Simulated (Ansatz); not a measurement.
## Hypothetical P6/mmm CsV3Sb5: pressure 7.5 GPa

Take CsV3Sb5 (space group P6/mmm, No. 191; a = 5.4408 Å, c = 9.1304 Å; a hypothetical phase, not in the database extracts checked) as the base.

The change: a hydrostatic pressure of 7.5 GPa.

The values are results of PBE-D3(BJ) (Ansatz, a first-principles code), no spin-orbit coupling, not measurements. k-mesh 10×10×5 (Γ-centred); smearing 0.05 eV (Fermi–Dirac).

The volume per atom drops by 3.844 Å³ to 22.16 Å³ and the density goes up by 1.10 g/cm³ (6.35 g/cm³ → 7.45 g/cm³). The lattice parameter a drops by 0.099 Å (5.441 Å → 5.342 Å) and the c/a ratio drops by 0.167 to 1.511. The shortest interatomic distance shrinks by 0.049 Å, from 2.720 Å to 2.671 Å and the enthalpy H = E + PV relative to the base's energy comes out as +1.11 eV/atom. The band gap remains zero.

Final structure:

```
CELL_PARAMETERS angstrom
      5.34191     0.00000     0.00000
     -2.67096     4.62623     0.00000
      0.00000     0.00000     8.07154
ATOMIC_POSITIONS crystal
  Cs 0.00000 0.00000 0.00000
  V  0.50000 0.00000 0.50000
  V  0.50000 0.50000 0.50000
  V  0.00000 0.50000 0.50000
  Sb 0.00000 0.00000 0.50000
  Sb 0.33333 0.66667 0.22548
  Sb 0.66667 0.33333 0.22548
  Sb 0.66667 0.33333 0.77452
  Sb 0.33333 0.66667 0.77452
```

Cost of the whole job for the changed cell (relaxation, final SCF and bands): roughly 4 core-minutes.

Load acts through the strain it causes; cell and atoms are relaxed under it. Stability against distortions was not tested. No other phases were tried under pressure. Starting moments died away, wholly or in part, for the base; another magnetic solution may exist. All final runs are without spin polarisation. An odd electron count without spin: CsV3Sb5. CsV3Sb5 has a high density of states at the Fermi level and may be magnetic at this level.
